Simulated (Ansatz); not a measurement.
```xyz
14
Lattice="11.0000 0.0000 0.0000 0.0000 29.0000 0.0000 0.0000 0.0000 4.7087" Properties=species:S:1:pos:R:3 pbc="T T T"
Au     5.5000     5.5969     0.0000
Au     5.5000     6.8961     2.3543
Au     5.5000     8.3169     0.0000
Au     5.5000     9.6854     2.3543
Au     5.5000    11.0538     0.0000
Au     5.5000    12.4395     2.3543
Au     5.5000    13.8080     0.0000
Au     5.5000    15.1920     2.3543
Au     5.5000    16.5605     0.0000
Au     5.5000    17.9462     2.3543
Au     5.5000    19.3146     0.0000
Au     5.5000    20.6831     2.3543
Au     5.5000    22.1039     0.0000
Au     5.5000    23.4031     2.3543
```

Method: PBE (plane waves to 420 eV, PAW; Ansatz, a quantum-chemistry and plane-wave program). Mesh 1×1×14. No spin polarisation. Periodic along z alone, with about 11 Å of vacuum beside it. A hypothetical model. It keeps the symmetry and period of its start, so it need not be a minimum against all distortions. Values not marked SOC lack spin–orbit coupling. Buckling under compression is shut out by symmetry and the short period.

Give the properties of this body.


```
Property                                                       Result
-----------------------------------------------  --------------------
largest distance between nuclei across the axis               17.81 Å
PBE gap                                          none (under 0.01 eV)
axial stiffness dF/dε                                          143 nN
```
